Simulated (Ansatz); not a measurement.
CdTe: energy against strain

CdTe (zinc blende, F-43m, 32.901 Å³/atom at rest) under an equal strain ε in the (111) plane with the normal axis free, as in a coherent film. LDA in Ansatz, a plane-wave DFT program (PAW, default set), 420 eV, 9×9×9 Γ-centred mesh, Fermi-Dirac smearing 0.05 eV; ions are relaxed within the symmetry of each cell.

Here s stands for strain and y for E less E0.

```csv
strain (%),E less E0 (meV/atom)
-1.25,2.59
-0.83,1.14
-0.42,0.29
0.00,0.00
0.42,0.29
0.83,1.12
1.25,2.52
2.50,?
```

Taking a parabola for y over the 7 complete rows: Least squares gives y = 0.002 - 0.0214·s + 1.6346·s². Residuals (row less fit): 0.007, -0.006, -0.009, -0.002, 0.009, 0.010, -0.009; standard error 0.010 (degrees of freedom: 4). Twice the quadratic coefficient over the volume, 2 × 1.6346 meV × 10⁴ × 0.1602 / 32.901 Å³, is twice the biaxial elastic modulus of this plane = 159 ± 0.6 GPa.

Q: Predict the withheld y at s = 2.50 from the fit, and compare with the calculation.

A: y = 0.002 - 0.0214 × 2.50 + 1.6346 × 2.50² = 10.165 meV/atom. The calculation gives 9.93 meV/atom, 0.235 meV/atom below the prediction (2.4 % of the range of y in the table). The row lies outside the fitted rows, so this is an extrapolation. From the scatter of the fitted rows alone, a prediction at this place has a standard error of 0.040 meV/atom, so the miss is 5.9 times that.

One order more, fitted to all 13 runs of the series, follows each within 0.01, so the miss is the next term of a smooth law. Rows are the converged runs of the series near zero and its far end; series whose fitted rows scatter by over a few per cent of the range, as at a crossing or softening among them, aren't shown in this form. Most that stay on the fit to the last digits aren't either.
